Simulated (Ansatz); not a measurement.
```xyz
2
Lattice="0.0000 2.6259 2.6259 2.6259 0.0000 2.6259 2.6259 2.6259 0.0000" Properties=species:S:1:pos:R:3 pbc="T T T"
Ga     0.0000     0.0000     0.0000
As     1.3130     1.3130     1.3130
```

No spin polarisation.

The values are results of plane-wave PAW DFT at the LDA level (Ansatz, a quantum-chemistry and plane-wave program, 420 eV), no spin-orbit coupling, not measurements. Γ-centred 10×10×10 mesh, Fermi–Dirac width 0.05 eV.

Question: Predict the smallest direct gap.

Answer: 2.04 eV.

Question: What band gap does the calculation give?

Answer: 0.87 eV.

Load acts through the strain it causes; cell and atoms are relaxed under it. No phonon test of stability was made. Measured, GaAs leaves this structure (for a Cmcm phase) near 15 GPa (room temperature; as listed in arXiv:1906.07825). The cell was made from GaAs in the zinc blende structure (space group F-43m, No. 216) by this change: pressure 22.5 GPa.
